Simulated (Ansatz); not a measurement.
Base system: InSb in the zinc blende structure (space group F-43m, No. 216; a = 6.4497 Å). Axes: x, y, z lie along the cube axes.

Calculations: DFT with LDA, PAW potentials and a 420 eV plane-wave cutoff in Ansatz (a program for electronic structure), no SOC.

The change: an isotropic linear strain of +1.50 %; the atoms relax in the strained cell.

Predict the stress tensor and what it implies for the stiffness.

Stress of the strained cell less that of the base (GPa, compression positive):
```
   -1.9     0.0     0.0
    0.0    -1.9     0.0
    0.0     0.0    -1.9
```

Then B = −ΔP/(ΔV/V₀) with ΔV/V₀ = 0.0457 gives secant stiffness values (nonlinear terms included at this strain): B ≈ 41 GPa.

As a check, the harmonic strain energy −½ V₀ Δσ:ε is 8.8 meV/atom; the computed energy rise is 9.3 meV/atom.

Stability against distortions was not tested. All final runs are without spin polarisation.
